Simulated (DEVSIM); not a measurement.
Structure: abrupt Si n-p junction, at 250 K.

```
layer (left to right)  material  thickness (μm)  Nd (cm⁻³)  Na (cm⁻³)  τn (s)  τp (s)
---------------------  --------  --------------  ---------  ---------  ------  ------
1                            Si            1.60       4e18          -  6.2e-7  6.2e-7
2                            Si             140          -     4.8e14  6.2e-7  6.2e-7
```

Left contact: ohmic. Right contact: ohmic. Voltage is applied to the left contact. Recombination: SRH at mid-gap, radiative. Mobility is μmin + (μ − μmin)/(1 + (N/Nref)^α).

The device is made up for the run: typed textbook-type constants, with dimensions and the other settings drawn at random. Values at 300 K; Nc and Nv go as T^1.5, mobilities as T to minus their exponent, the gap by Varshni's rule with the affinity fixed.

```
parameter               Si
----------------  --------
gap (eV)             1.124
affinity (eV)         4.05
permittivity          11.7
Nc (cm⁻³)          2.86e19
Nv (cm⁻³)           3.1e19
μn (cm²/Vs)           1417
μp (cm²/Vs)            470
μn,min                  52
μp,min                  45
Nref,n              9.7e16
Nref,p              2.2e17
αn                    0.68
αp                    0.72
T exponent of μn       2.3
T exponent of μp       2.2
B (cm³/s)          4.7e-15
Varshni α (eV/K)  0.000473
Varshni β (K)          636
```

Simulated with DEVSIM: 1D drift-diffusion, Boltzmann statistics, complete ionisation; no tunnelling, impact ionisation, image-force lowering or self-heating.

Problem. Give the dark reverse current.

Solution. 
```json
[
 {"V (V)": "0.04", "J (A/cm²)": "9.2e-11"},
 {"V (V)": "0.10", "J (A/cm²)": "1.8e-10"},
 {"V (V)": "0.20", "J (A/cm²)": "3.1e-10"},
 {"V (V)": "0.30", "J (A/cm²)": "4.2e-10"},
 {"V (V)": "0.40", "J (A/cm²)": "5.2e-10"},
 {"V (V)": "0.60", "J (A/cm²)": "7.1e-10"},
 {"V (V)": "0.80", "J (A/cm²)": "8.8e-10"},
 {"V (V)": "1.00", "J (A/cm²)": "1.0e-9"},
 {"V (V)": "1.30", "J (A/cm²)": "1.2e-9"},
 {"V (V)": "1.60", "J (A/cm²)": "1.4e-9"},
 {"V (V)": "2.00", "J (A/cm²)": "1.7e-9"}
]
```
